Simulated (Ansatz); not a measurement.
ZrAl3 (I4/mmm, No. 139), treated with rVV10 in Ansatz (plane waves, PAW).

Numerical settings: plane-wave cutoff 520 eV, 20×20×20 k mesh, Fermi–Dirac smearing 0.05 eV, scalar-relativistic PAW data made under PBE.

Properties against volume:

Shape and atoms are relaxed at each volume.

```csv
V (Å³/atom),P (GPa),c (Å),a (Å)
16.764,4.60,17.069,3.964
17.113,2.18,17.198,3.990
17.462,0.00,17.324,4.016
17.811,-1.97,17.449,4.041
18.160,-3.74,17.573,4.066
```

Note: the bulk modulus comes from volumes at which shape and atoms were relaxed.

Ansatz is an electronic-structure program.
